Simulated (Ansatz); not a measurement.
Take Ru in the hcp (Mg type) structure (space group P6_3/mmc, No. 194; a = 2.7043 Å, c = 4.2629 Å; relaxed with 0.1 eV smearing) as the base. Axes: x lies along a and z along c of the hexagonal cell.

Level of theory: Kohn–Sham DFT with the r2SCAN functional, run in Ansatz (a quantum-chemistry and plane-wave program) with PAW and 500 eV plane waves, no spin-orbit coupling.

Before the change:

- Pressure = 0.0 GPa
- Shortest interatomic distance = 2.642 Å
- Band gap = zero

Perturbation: uniaxial strain ε_zz = −3.00 %, all other strain components held at zero, atoms relaxed at fixed cell.

Q: Estimate the effect on the energy relative to the base.

A: The energy increases by 28 meV/atom.

Q: Predict the new pressure.

A: The pressure (mean of the normal stresses, compression positive) goes from zero to 12.0 GPa.

Q: Predict the new shortest interatomic distance.

A: The shortest interatomic distance shrinks by 0.051 Å, from 2.642 Å to 2.591 Å.

Q: What happens to the band gap?

A: The band gap is still zero.

Whether these cells are dynamically stable was not tested. All final runs are without spin polarisation.
